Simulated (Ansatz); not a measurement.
Results of LDA (Ansatz, an electronic-structure program, PAW) for CsSnI3 (P4/mbm, No. 127, 10 atoms in the cell; start COD 4117958; high-temperature phase).

Run with plane-wave cutoff 520 eV, 4×4×6 k mesh (along the axes of the cell as run), Fermi–Dirac smearing 0.01 eV, scalar-relativistic PAW data made under PBE.

Cell (measured lattice):

Space group P4/mbm (No. 127); a = 8.718 Å, b = 8.718 Å, c = 6.191 Å, α = 90.00°, β = 90.00°, γ = 90.00°

```
atom  site  symmetry       x       y       z
----  ----  --------  ------  ------  ------
Cs      2d      m.mm  0.0000  0.5000  0.0000
I       4h      m.2m  0.2763  0.2237  0.5000
I       2a     4/m..  0.0000  0.0000  0.0000
Sn      2b     4/m..  0.5000  0.5000  0.5000
```

Question: What does this level give for the band gap and direct gap at Γ?

Answer: 
band gap: 0.30 eV
direct gap at Γ: 1.58 eV

Note: held by symmetry at 0 K, a high-temperature phase can be a saddle point; cell and atoms aren't relaxed at this level (largest force component 0.03 eV/Å, pressure -1.3 GPa).

Spin–orbit coupling is not included; with these elements it can move the gap by several tenths of an eV or more.
